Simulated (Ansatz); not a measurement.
An Ansatz (a program for electronic structure) run: Ti with a change (isotropic strain +2.50 %); PBE, PAW, 420 eV (Ansatz; scalar-relativistic without spin-orbit coupling).

Input:

Ansatz 0.2 input:
```yaml
crystal:
  lattice:
    - [3.0132753037, 0, 0]
    - [-1.5066376518, 2.6095729616, 0]
    - [0, 0, 4.7703532131]
  atoms:
    - { symbol: Ti, position: [0.6666666667, 0.3333333333, 0.75] }
    - { symbol: Ti, position: [0.3333333333, 0.6666666667, 0.25] }
basis: { ecutwfc: 420, ecutrho_ratio: 4, xc_grid: 2, fft_grid_basis: typed }
kpoints: { mp_grid: { grid: [23, 23, 13] } }
hamiltonian:
  xc: pbe
  dispersion: none
  pseudopotentials: { kind: paw }
scf: { occupations: { method: fermi_dirac, width: 0.1 }, convergence: { dr2_threshold: 0.0000000002 } }
relax: { f_tol: 0.005, max_steps: 50 }
output: { forces: true, stress: true }
checkpoint: { write: state.ck, write_every: 1000 }
```

Output:

```
Relaxation: its limit of steps is 50 (relax.max_steps)
WARN ansatz: RAYON_NUM_THREADS=1 ignored (pool sized by the plan → 1); use --threads N
Pseudopotentials: kind: paw
Pseudopotential: Ti, paw, valence charge 12
Functional definition: PBE
Crystal: 2 atoms, lattice volume = 37.511 Å³
Basis set: ecut = 420 eV, 723 PW (Γ), exchange–correlation on 48×48×64 points (8 copies of the dense FFT grid, shifted against one another)
Bands: 16, of which v1, the nominal top of the filled ones, is band 12 counted from 1 (11 counted from 0)
Symmetry: 24 space group operations
Space group: P63/mmc (ITA 194), of the structure as read, at distance tolerance 3.3e-5 Å
k-points: 392 of 6877
Initial density: superposition of atomic densities (neutral atoms: chi_scale 0, normalization atom), corrected by the library's trained network
Initial wavefunctions: pseudopotential atomic-orbital guess
Eigensolver: davidson
Functional: x = pbe(κ = 0.804, μ = 0.2195149727645171), c = pbe(β = 0.06672455060314922)
SCF iter   1: F=—  HF=-4999.306445 eV  |F-HF|=—  |Δ(HF+E_count)|=         —  Δρ=4.12e-3  dr2=3.18e-3  ethr=1.77e-3  ⟨swp⟩=4.4  Hψ=58543  notcnv=0
all-band conjugate gradients solve this SCF's bands
automatic band count: the SCF goes on with 20 bands, as 16 were too few: the levels above may hold too much charge
preconditioner: auto → none
SCF iter   2: F=—  HF=-4999.305806 eV  |F-HF|=—  |Δ(HF+E_count)|=   6.39e-4  Δρ=2.10e-3  dr2=9.81e-4  ethr=1.32e-5  ⟨swp⟩=1.0  Hψ=10976  notcnv=0
SCF iter   3: F=—  HF=-4999.305985 eV  |F-HF|=—  |Δ(HF+E_count)|=   1.80e-4  Δρ=2.58e-4  dr2=1.22e-5  ethr=4.09e-6  ⟨swp⟩=2.4  Hψ=10529  notcnv=0
SCF iter   4: F=—  HF=-4999.306065 eV  |F-HF|=—  |Δ(HF+E_count)|=   7.99e-5  Δρ=5.84e-5  dr2=9.68e-7  ethr=5.10e-8  ⟨swp⟩=3.0  Hψ=14569  notcnv=0
SCF iter   5: F=—  HF=-4999.306067 eV  |F-HF|=—  |Δ(HF+E_count)|=   1.90e-6  Δρ=4.97e-6  dr2=4.69e-9  ethr=4.03e-9  ⟨swp⟩=2.9  Hψ=14200  notcnv=0
SCF iter   6: F=-4999.306067 eV  HF=-4999.306067 eV  |F-HF|=3.64e-12  |Δ(HF+E_count)|=   3.00e-9  Δρ=3.91e-7  dr2=3.88e-11  ethr=1.00e-12  ⟨swp⟩=4.0  Hψ=24142  notcnv=0
SCF 1 converged in 6 iterations: F = -4999.306067 eV  dr2 = 3.88e-11
relax step   1: F+E_penalty+E_count = -4999.30606707 eV  Δ(F+E_penalty+E_count) = +0.000e0 eV  max|allowed force component| = 1.480e-16 eV/Å  Δτ_max = 0.0000 Å  (6 SCF iters, accepted)
the relaxation is at rest under the 24 symmetry operations that the run kept from its start: a minimum is not shown …
SCF converged after 6 iterations
Free energy (F): -4999.306067 eV
Harris-Foulkes:  -4999.306067 eV  (|F-HF|=3.64e-12)
Internal energy: -4999.221699 eV  (E = F + TS)
E sigma→0 (E₀):  -4999.263883 eV
Entropy (-TS):   -0.084368 eV (-42.184 meV/atom)
Fermi energy:    12.191008 eV
--- Per-component energies (eV) ---
  E_band       = -344.625275
  E_kinetic    = 540.913543
  E_local      = -1709.739863  (includes V_loc(G=0)·N_el)
  E_nonlocal   = 15.954580
  E_hartree    = 695.597387
  E_xc         = -193.626467
  E_vxc        = -242.096989  (∫ρ·V_xc dr)
  E_paw        = -2094.612279  (= ΣΔE_a)
  E_vpaw       = -340.851305  (= ΣTr[D̂ρ^β])
  E_aug_tail   = 0.000248  (compensation charges beyond the density's cutoff)
  E_ewald      = -2253.708848
  E_smearing   = -0.084368  (= −TS)
  E_closure    = 0.000000  (closes the sum)
  Σ components = -4999.306067   (vs F -4999.306067, Δ=0.00e0)
  [band-id]    e_kinetic+e_local+e_nonlocal+2·e_hartree+e_vxc+e_vpaw+e_augmentation_tail = -344.625012   (vs E_band -344.625275, Δ=2.63e-4)
--- Forces (eV/Å), atoms counted from 1 ---
  atom   1  Ti     0.00000000     0.00000000     0.00000000
  atom   2  Ti    -0.00000000     0.00000000     0.00000000
  max |Σ_I F_I| component: 7.40e-17 eV/Å
--- Stress (GPa, compression-positive) ---
       -7.152758      -0.000000       0.000000
       -0.000000      -7.152758       0.000000
        0.000000       0.000000      -7.248885
  P = ⅓ Tr σ = -7.1848 GPa (-71.848 kbar)
  The stress holds the Pulay correction. Without it, at fixed plane waves, as pw.x and ABINIT print it: P = -7.1969 GPa
  The stress includes an estimate of the error left by incomplete SCF convergence (largest component -0.0003 GPa).
--- Band table ---
  band table: none
--- Relaxed structure (1 steps of the walk, 1 accepted, 0 SCFs on fresh bases) ---
  F+E_penalty+E_count = -4999.30606707 eV   max|allowed force component| = 1.480e-16 eV/Å
  atoms:
    - { symbol: Ti, position: [0.6666666666666667, 0.3333333333333333, 0.75] }
    - { symbol: Ti, position: [0.33333333333333337, 0.6666666666666666, 0.25] }
```

Stability against distortions was not tested. All final runs are without spin polarisation. The cell was made from Ti in the hcp (Mg type) structure (space group P6_3/mmc, No. 194) by this change: isotropic strain +2.50 %.
